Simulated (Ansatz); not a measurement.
The starting structures come from a database of crystals and need not be the phases stable at ambient conditions.

 Where the default PAW files enter, the runs use the earlier of Ansatz's two default sets.

The decay constant κ of evanescent states in the gap governs leakage through a thin film.

```xyz
4
Lattice="3.0824 0.0000 0.0000 -1.5412 2.6694 0.0000 0.0000 0.0000 4.9950" Properties=species:S:1:pos:R:3 pbc="T T T"
Al     0.0000     0.0000     4.9913
Ga     1.5412     0.8898     2.4833
N      1.5412     0.8898     0.5584
N      0.0000     0.0000     3.1376
```

Space group of this cell: P3m1. The cell is strained (all lengths scaled by 0.98); by r2SCAN its mean pressure is 13.5 GPa.

Transport runs along the normal of the first two printed cell vectors, the (001) plane of the conventional cell.

The gap is the functional's own. No spin-orbit coupling. Mid-gap values are interpolated on the energy grid.

**Question.** Predict the band gap and the smallest decay constant κ at mid-gap from r2SCAN (Ansatz, a program for electronic structure).

**Answer.** Gap 3.84 eV on a 12×12×6 mesh; κ = 0.250 1/Å, at the zone centre.
